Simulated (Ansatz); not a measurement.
Consider Re vacancy in hcp Re, neutral cell. Calculation: PBE, PAW (plane waves to 420 eV; Ansatz, a program for electronic structure).

Settings: 36 host sites, the relaxed PBE lattice, a 2×2×2 k-point mesh shifted by half a step along c, smearing 0.10 eV, spin-restricted, no image-charge correction. No zero-point or tunnelling terms. Spin-orbit coupling is left out. Forms of the defect that were not tried may lie lower.

Barriers: single points on a 4×4×3 k-point mesh shifted by half a step along c at the bands' geometries (they differ from the bands' own by up to 0.24 eV, and are uncertain by about as much).

The step: one Re atom jumps into the vacancy from a nearby Re site. Atoms about the jump, Cartesian Å from the middle of the jump, before and after:

| atom | x0 | y0 | z0 | x1 | y1 | z1 |
|---|---|---|---|---|---|---|
| Re1 | -0.69 | 1.19 | 0.00 | 0.69 | -1.19 | 0.00 |
| Re2 | -2.10 | -1.25 | 0.00 | -2.13 | -1.20 | 0.00 |
| Re3 | 2.03 | 1.20 | 0.00 | 2.05 | 1.15 | 0.00 |
| Re4 | 0.67 | 0.36 | 2.20 | 0.65 | 0.40 | 2.21 |
| Re5 | 0.67 | 0.36 | -2.20 | 0.65 | 0.40 | -2.21 |
| Re6 | -0.70 | -2.01 | -2.21 | -0.72 | -2.03 | -2.23 |
| Re7 | -2.11 | 0.39 | -2.23 | -2.09 | 0.39 | -2.20 |
| Re8 | -0.70 | -2.01 | 2.21 | -0.72 | -2.03 | 2.23 |
| Re9 | -2.11 | 0.39 | 2.23 | -2.09 | 0.39 | 2.20 |
| Re10 | -3.50 | 1.19 | 0.00 | -3.49 | 1.15 | 0.00 |
| Re11 | -0.74 | -3.59 | 0.00 | -0.72 | -3.62 | 0.00 |
| Re12 | -0.73 | 2.79 | -2.27 | -0.72 | 2.76 | -2.21 |
| Re13 | 2.03 | -2.01 | -2.21 | 2.05 | -2.02 | -2.26 |
| Re14 | -0.73 | 2.79 | 2.26 | -0.72 | 2.76 | 2.21 |
| Re15 | 2.03 | -2.01 | 2.21 | 2.05 | -2.02 | 2.26 |
| Re16 | 3.43 | -1.25 | 0.00 | 3.44 | -1.22 | 0.00 |

Q: Give the saddle-point geometry and the barrier.

A: 
```csv
atom,x,y,z
Re1,-0.14,-0.09,-0.01
Re2,-2.33,-1.35,-0.01
Re3,2.09,1.20,-0.01
Re4,0.70,0.40,2.39
Re5,0.70,0.40,-2.41
Re6,-0.71,-2.01,-2.17
Re7,-2.09,0.38,-2.17
Re8,-0.71,-2.01,2.15
Re9,-2.09,0.38,2.15
Re10,-3.42,1.18,-0.01
Re11,-0.68,-3.56,-0.01
Re12,-0.72,2.74,-2.20
Re13,2.02,-2.00,-2.20
Re14,-0.72,2.74,2.17
Re15,2.02,-2.00,2.17
Re16,3.38,-1.23,-0.01
```
It lies 1.90 eV above the start and 1.90 eV above the end. The saddle point's order was not checked, and it lies on a symmetry element of the cell, where a band can be held.
